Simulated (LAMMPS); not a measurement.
Cu (fcc) at 610 K and zero pressure, started from the crystal, with several potentials, in cells of their own sizes.

Models:
- EAM-type Cu_zhou.eam.alloy: classical MD, pair style eam/alloy, file Cu_zhou.eam.alloy (LAMMPS); Zhou et al, Acta Mater, 49, 4005 (2001)
- EAM-type universal-3 set of Foiles, Baskes and Daw: classical MD, pair style eam, the elements' _u3.eam files (universal-3 set of Foiles, Baskes and Daw) (LAMMPS); Foiles et al, Phys Rev B, 33, 7983 (1986)
- MEAM AlSiMgCuFe.meam: classical MD, pair style meam, file AlSiMgCuFe.meam (LAMMPS); Jelinek, Groh, Horstemeyer, Houze, Kim, Wagner, Moitra and Baskes, Phys Rev B, 85, 245102 (2012)
- SNAP Cu_Zuo_JPCA2020.quadratic.snap: MD with a machine-learned potential, pair style snap, file Cu_Zuo_JPCA2020.quadratic.snap (LAMMPS); Y. Zuo, C. Chen, X, Li, Z. Deng, Y. Chen, J. Behler, G. Csányi, A. V. Shapeev, A. P. Thompson, M. A. Wood, S. P. Ong, "Performance and Cost Assessment of Machine Learning Interatomic Potentials" J. Phys. Chem. A 124, 4, 731-745 (2020)

| potential | state | volume | first peak of g(r) | coordination number | mean phonon frequency | rough cost (ms per atom and simulated ps) |
|---|---|---|---|---|---|---|
| EAM-type Cu_zhou.eam.alloy | crystal; no diffusion seen in 30 ps | 12.0575 ± 0.0007 Å³/atom | 2.55 Å, height 4.9 | 12.0 (counted to 3.14 Å) | 4.6 THz | 1 to 3 |
| EAM-type universal-3 set of Foiles, Baskes and Daw | crystal; no diffusion seen in 30 ps | 12.1826 ± 0.0006 Å³/atom | 2.56 Å, height 5.2 | 12.0 (counted to 3.14 Å) | 4.8 THz | 0.3 to 1 |
| MEAM AlSiMgCuFe.meam | crystal; no diffusion seen in 30 ps | 12.2152 ± 0.0006 Å³/atom | 2.56 Å, height 5.2 | 12.0 (counted to 3.14 Å) | 4.7 THz | 10 to 30 |
| SNAP Cu_Zuo_JPCA2020.quadratic.snap | crystal; no diffusion seen in 15 ps | 12.490 ± 0.002 Å³/atom | 2.58 Å, height 5.2 | 12.0 (counted to 3.18 Å) | 4.6 THz | 30 to 100 |

Costs are rough: whole-run CPU time with set-up and analysis, from shared machines, in bands a factor of about three wide.

States go by the mean squared displacement: a species diffuses where it passes 1.5 Å², still rises and gives D over 1e-6 cm²/s; a crystal has left its structure where atoms lie 0.35 Å off their sites on average or a cubic box changes its shape by 3 %, or the axial ratios of another lie 8 % off the starting cell's, which the potential's own relaxation can also do.

The ± values are statistical; the model's systematic error is not in them.
